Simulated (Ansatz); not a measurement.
The parent structure is Sc in the hcp (Mg type) structure (space group P6_3/mmc, No. 194).

Sc is modelled in the hexagonal space group P6₃/mmc (No. 194), the hcp (Mg type) structure, Pearson symbol hP2. Conventional cell: a = b = 3.319 Å, c = 5.166 Å, α = β = 90.00°, γ = 120.00°. Sc on 2d has 12 Sc at 3.216–3.319 Å (anticuboctahedral). (Neighbours: up to the widest gap in distance over summed covalent radii, below 1.35, at either atom.)

Levels (all Ansatz, a program for electronic structure, PAW): PBE (420 eV, spin-orbit coupling left out); r2SCAN (500 eV, no SOC).

The geometry is relaxed with PBE.

PBE pressure: 0.0 GPa

Q: What does r2SCAN give at this geometry for the pressure?

A: The pressure goes from zero to 0.6 GPa.

Single points use the geometry relaxed with PBE. Their cutoffs differ, which shifts pressures a little. Stability against distortions was not tested. The final runs are not spin-polarised.
